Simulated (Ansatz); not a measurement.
The reference is TiAl (space group P4/mmm, No. 123; a = 2.797 Å, c = 4.032 Å).

It is then changed as follows: a fraction x = 0.25 of the Al sites is given to B, ordered in a cell of 8 atoms (starting symmetry Pmmm) and fully relaxed.

The other end (x = 1) is TiB (space group P4/mmm, No. 123; a hypothetical phase, not in the database extracts checked): 10.33 Å³/atom, gap zero; this end may not be an ambient phase.

Levels (all Ansatz, a program for electronic structure, PAW, earlier PAW set): PBEsol (420 eV, no spin-orbit coupling); r2SCAN (500 eV, no SOC).

The geometry is relaxed with PBEsol.

| Property | Result |
|---|---|
| PBEsol pressure | 0.0 GPa |

Problem. How does going to r2SCAN change the pressure?

Solution. The pressure goes from zero to 2.7 GPa.

Single points use the geometry relaxed with PBEsol. Their cutoffs differ, which shifts pressures a little. Each cell is one ordered arrangement of few atoms, which overstates ordering effects compared with a random alloy. No phonon test of stability was made. All final runs are without spin polarisation. An odd electron count without spin: TiAl and TiB. Ti4Al3B has a high density of states at the Fermi level and may be magnetic at this level.
